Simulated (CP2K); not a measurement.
Band structure of BaCd₂ (Imma, 6 atoms in the cell).

```
CELL_PARAMETERS angstrom
      6.46379     0.00000     0.00000
     -0.87107     6.40483     0.00000
     -1.22131    -4.57775     4.39695
ATOMIC_POSITIONS crystal
  Ba 0.70133 0.45133 0.25000
  Ba 0.29867 0.54867 0.75000
  Cd 0.72653 0.16407 0.56246
  Cd 0.27347 0.83593 0.43754
  Cd 0.10161 0.16407 0.93754
  Cd 0.89839 0.83593 0.06246
```

Computed with PBEsol, GPW, DZVP-MOLOPT-SR-GTH basis, GTH-PBE potentials (GTH_POTENTIALS) in CP2K 2026.2.

Settings: CUTOFF = 500 Ry; REL_CUTOFF = 40 Ry; SMEAR/METHOD = FERMI_DIRAC; ELECTRONIC_TEMPERATURE = 1160.45 K; KPOINTS/SCHEME = MONKHORST-PACK 4 4 4; GAMMA_CENTERED = T; XC_FUNCTIONAL = PBE:PBESOL; Ba/BASIS_SET = DZVP-MOLOPT-SR-GTH; Ba/POTENTIAL = GTH-PBE-q10; Cd/BASIS_SET = DZVP-MOLOPT-SR-GTH; Cd/POTENTIAL = GTH-PBE-q12; METHOD = GPW; EPS_DEFAULT = 1e-10; EXTRAPOLATION = USE_GUESS.

The starting cell comes from a database of computed structures (which also holds hypothetical and non-ambient phases and stackings), without a prior relaxation at this level. Its lattice was rescaled by a random factor within 2.5 % of one. Values carry the incompleteness of an atom-centred basis. The potentials were made for another functional than the one used.

Levels in eV from the Fermi level, bands 31 to 36:
| point | 31 | 32 | 33 | 34 | 35 | 36 |
|---|---|---|---|---|---|---|
| Γ | -1.99 | -1.10 | -0.64 | -0.59 | -0.46 | 0.23 |
| X | -3.91 | -1.82 | -1.05 | -1.05 | 0.59 | 0.68 |
| L | -3.91 | -1.82 | -1.05 | -1.05 | 0.59 | 0.68 |
| T | -2.66 | -2.66 | -0.72 | -0.72 | 0.31 | 0.31 |
| W | -3.06 | -3.06 | -0.18 | -0.18 | 0.32 | 0.32 |
| R | -3.90 | -1.72 | -0.68 | -0.45 | -0.16 | 0.41 |
| X1 | -3.91 | -1.82 | -1.05 | -1.05 | 0.59 | 0.68 |
| Z | -3.95 | -1.89 | -0.07 | 0.20 | 1.56 | 1.59 |
| Y | -3.95 | -1.89 | -0.07 | 0.20 | 1.56 | 1.59 |
| S | -1.73 | -1.62 | -0.44 | -0.36 | 0.60 | 0.69 |

Bands cross the Fermi level along this path, so the cell is metallic at this level.

Higher empty bands are left out: an atom-centred basis made for the valence describes them poorly.
